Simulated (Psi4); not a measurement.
Psi4 1.11, unrestricted B3LYP/def2-svp: Cu(SH)(k2OAc) (CC1[O][Cu]([SH])<-[O]=1), charge 0, multiplicity 2, 10 atoms. The geometry is a generated start, not checked to be a minimum at this level.

```
Property                                            Result
--------------------------  ------------------------------
task                                                energy
method                                               b3lyp
basis                                             def2-svp
memory                                                3 GB
maxiter                                                100
keys of the molecule block                     symmetry c1
scf_type                                      df (default)
guess                       auto, which took SAD (default)
scf_initial_accelerator                    adiis (default)
e_convergence                              1e-06 (default)
d_convergence                              1e-06 (default)
dft_radial_points                             75 (default)
dft_spherical_points                         302 (default)
basis functions                                        125
grid points                                         215708
```

```xyz
10

Cu    -1.0826     1.3388    -0.0206
S     -2.3098     3.0287    -0.1142
H     -1.5148     3.8887     0.5028
C      1.0909    -1.7296    -0.0693
C      0.2415    -0.5072    -0.0340
O      0.4036     0.4399    -0.8501
O     -0.6865    -0.3548     0.8062
H      0.4754    -2.5765    -0.3679
H      1.9021    -1.5943    -0.7786
H      1.4802    -1.9336     0.9257
```

Charge 0 and multiplicity 2 are set for this test and not shown to be the ground state.

One run each on 2 threads. Values of diis_max_vecs tried: 3, 6, 10 (default), 20.

Task: How does the count of SCF iterations change with diis_max_vecs, and where is it least?

Result: Fewest SCF iterations, within one of each other: 10 (default) with 15, 20 with 16. The count rises to 55 at 3. All converge to one solution.

| diis_max_vecs | SCF iterations | end |
|---|---|---|
| 3 | 55 | same solution |
| 6 | 17 | same solution |
| 10 (default) | 15 | same solution |
| 20 | 16 | same solution |
